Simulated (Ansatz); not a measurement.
# NaSe (P6₃/mmc, No. 194; structure not from a measured cell): band gap by level of theory

No measured value is used here.

| level (code) | value (eV) | cell (Å³/atom) |
|---|---|---|
| LDA (Ansatz) | 0.36 | 23.31 |
| PBEsol (Ansatz) | 0.45 | 24.76 |
| r²SCAN (Ansatz) | 0.85 | 25.27 |
| r²SCAN-D4 (Ansatz) | 0.85 | 24.92 |
| r²SCAN+rVV10 (Ansatz) | 0.82 | 24.71 |
| HSE06 (Ansatz) | 1.42 | 25.27 |
| PBE0 (Ansatz) | 2.09 | 25.27 |

Computed values are for a static lattice. Levels without +SOC have no spin–orbit coupling; where heavier elements are present it shifts gaps, mostly down, and can invert bands.  LDA, PBEsol, r²SCAN, r²SCAN-D4, r²SCAN+rVV10, HSE06, PBE0: the gap is read on the k mesh or supercell of the run alone and can be too large. LDA, PBEsol, r²SCAN, r²SCAN-D4, r²SCAN+rVV10: the relaxation could not lower the start's symmetry, so the cell can be a saddle point above a distorted one. Values are at the level's own relaxed cell; HSE06 at the r²SCAN cell; PBE0 at the r²SCAN cell. K meshes differ between the levels. Ansatz's density-functional and Hartree–Fock values are scalar-relativistic unless marked +SOC, with PAW data made under PBE.

Ansatz is a first-principles code.
